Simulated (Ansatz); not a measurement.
Given:

```
BP
1.0
    0.00000     2.26829     2.29755
    2.26829     0.00000     2.29755
    2.26829     2.26829     0.00000
P B
1 1
Direct
  0.25000   0.25000   0.25000
  0.00000   0.00000   0.00000
```

No spin polarisation.

Method: Ansatz (a first-principles code) r2SCAN, no spin-orbit coupling. Settings: 12×12×12 k-points, 0.05 eV Fermi–Dirac smearing.

**Question.** What is the computed gap character?

**Answer.** Indirect, Γ → k = (0, 0.417, 0.417) in the run's primitive reciprocal basis.

**Question.** Predict the stress (xx, yy, zz, yz, xz, xy; compression positive).

**Answer.** (-0.89, -0.89, -4.60, 0.00, 0.00, 0.00) GPa.

**Question.** Estimate the electron mass.

**Answer.** 1.3 mₑ along k, 0.22 mₑ across (off the special points).

The cells carry an imposed strain or load. Effective masses come from finite differences of ±0.01 Å⁻¹. Along k means along the line from Γ to the band edge. Stability against distortions was not tested. The cell was made from BP in the zinc blende structure (space group F-43m, No. 216) by this change: uniaxial strain ε_zz = +1.29 %.
